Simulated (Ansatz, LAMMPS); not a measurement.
Si well of 21 atomic layers along [001] in random Si0.7Ge0.3, 5 % Ge through the well. Cell 16.67 × 16.67 × 66.03 Å, Si697Ge167, 864 atoms. Prepared with Tersoff's 1989 multicomponent potential (SiCGe.tersoff) (LAMMPS): minimisation. 

Basis: localised support functions (accuracy medium) on a full density matrix. k-points: zone centre alone; occupations: Fermi-Dirac, 0.010 eV; spin polarisation not allowed. No spin-orbit coupling.

**Question.** Predict the gap and bonding from Ansatz (a quantum-chemistry and plane-wave program) with PBE, support functions at accuracy medium on the grid of 370 eV.

**Answer.** 
- Kohn-Sham gap of the cell on its k-mesh: 0.42 eV
- weight of the highest filled level on the well: 0.36
- weight of the lowest empty level on the well: 0.96
- coordination (neighbours within 2.855 Å): 100.0 % 4-fold
- Ge-Ge bonds, mean ± spread: 2.471 ± 0.007 Å
- Ge-Si bonds, mean ± spread: 2.425 ± 0.007 Å
- Si-Si bonds, mean ± spread: 2.382 ± 0.006 Å
- bond angles, mean ± spread: 109.5° ± 1.1°
- pressure: -0.92 GPa
